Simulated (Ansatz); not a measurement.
Cubic perovskite KNiF₃, treated with PBE0 (Ansatz, an electronic-structure program, plane waves, PAW).

Settings: plane-wave cutoff 460 eV, 6×6×6 k mesh, Fermi–Dirac smearing 0.01 eV, spin-polarised with parallel moments, scalar-relativistic PAW data made under PBE.

Cell (measured lattice):

```cif
data_F3KNi
_chemical_formula_sum 'K1 Ni1 F3'
_space_group_name_H-M_alt 'P 1'
_space_group_IT_number 1
_cell_length_a 4.01300
_cell_length_b 4.01300
_cell_length_c 4.01300
_cell_angle_alpha 90.000
_cell_angle_beta 90.000
_cell_angle_gamma 90.000
loop_
_space_group_symop_operation_xyz
  'x, y, z'
loop_
_atom_site_label
_atom_site_type_symbol
_atom_site_fract_x
_atom_site_fract_y
_atom_site_fract_z
_atom_site_occupancy
K1 K 0.00000 0.00000 0.00000 1
Ni1 Ni 0.50000 0.50000 0.50000 1
F1 F 0.50000 0.00000 0.50000 1
F2 F 0.00000 0.50000 0.50000 1
F3 F 0.50000 0.50000 0.00000 1
```
Starting moments (μB, in the order of the record's atoms K Ni F F F): 0.0 2.0 0.0 0.0 0.0.

Problem. What does this level give for the band gap, smallest direct gap on the k points sampled and Γ–Γ gap?

Solution. 
band gap: 6.03 eV (on the SCF k mesh) (indirect)
smallest direct gap on the k points sampled: 6.29 eV
Γ–Γ gap: 7.35 eV

Note: the magnetic order was assumed, not searched for or taken from measurement; cell and atoms aren't relaxed at this level (pressure 1.4 GPa).

The computed numbers hold no vibrational or temperature effects.

The result took roughly 5 core-minutes.
